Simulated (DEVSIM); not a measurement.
System: abrupt Si n-p junction, at 300 K.

```csv
layer (left to right),material,thickness (μm),Nd (cm⁻³),Na (cm⁻³),τn (s),τp (s)
1,Si,2.00,7.6e16,-,9.3e-7,9.3e-7
2,Si,9.60,-,3.5e17,9.3e-7,9.3e-7
```

Left contact: ohmic. Right contact: ohmic. Voltage is applied to the left contact. Recombination: SRH at mid-gap. Gap narrowing is on: ΔEg = 6.92 meV × (l + √(l² + 0.5)), l = ln(N/1.3e17 cm⁻³), shared equally by both band edges. Mobility is constant in doping.

Constants are typed, rounded textbook-type inputs, not results; the design itself was drawn at random and stands for no fabricated device. Values at 300 K.

| parameter | Si |
|---|---|
| gap (eV) | 1.124 |
| affinity (eV) | 4.05 |
| permittivity | 11.7 |
| Nc (cm⁻³) | 2.86e19 |
| Nv (cm⁻³) | 3.1e19 |
| μn (cm²/Vs) | 1417 |
| μp (cm²/Vs) | 470 |

Simulated with DEVSIM: 1D drift-diffusion, Boltzmann statistics, complete ionisation; no tunnelling, impact ionisation, image-force lowering or self-heating.

Question: Tabulate band edges, carrier densities and field at -0.9 V on the left contact.

Answer: Energies count from the Fermi level of the right contact; mesh points crowd at the junctions.

```tsv
x (μm)	Ec (eV)	Ev (eV)	n (cm⁻³)	p (cm⁻³)	field (V/cm)
0.000	1.053	-0.068	7.6e16	1700	-320
0.02997	1.052	-0.069	7.8e16	2.3e15	-310
0.09171	1.051	-0.071	8.3e16	6.8e15	-280
0.2334	1.047	-0.075	9.2e16	1.6e16	-230
0.7019	1.038	-0.083	1.2e17	4.3e16	-150
1.337	1.030	-0.091	1.5e17	7.5e16	-110
1.714	1.026	-0.095	1.7e17	9.2e16	-95
1.914	1.024	-0.097	1.8e17	1.0e17	-89
1.975	1.025	-0.097	1.7e17	1.1e17	800
2.001	1.037	-0.072	1.1e17	2.8e17	17000
2.033	1.047	-0.062	7.3e16	4.2e17	37
2.139	1.046	-0.062	7.3e16	4.2e17	-50
2.328	1.046	-0.063	7.2e16	4.2e17	-50
2.769	1.043	-0.065	7.0e16	4.2e17	-51
4.256	1.036	-0.073	6.4e16	4.1e17	-52
6.992	1.021	-0.088	5.0e16	4.0e17	-55
9.483	1.007	-0.102	2.9e16	3.8e17	-61
10.67	0.999	-0.110	1.4e16	3.6e17	-66
11.29	0.995	-0.114	5.1e15	3.6e17	-69
11.47	0.994	-0.115	2.2e15	3.5e17	-70
11.56	0.993	-0.116	7.5e14	3.5e17	-71
11.60	0.993	-0.116	600	3.5e17	-71
```
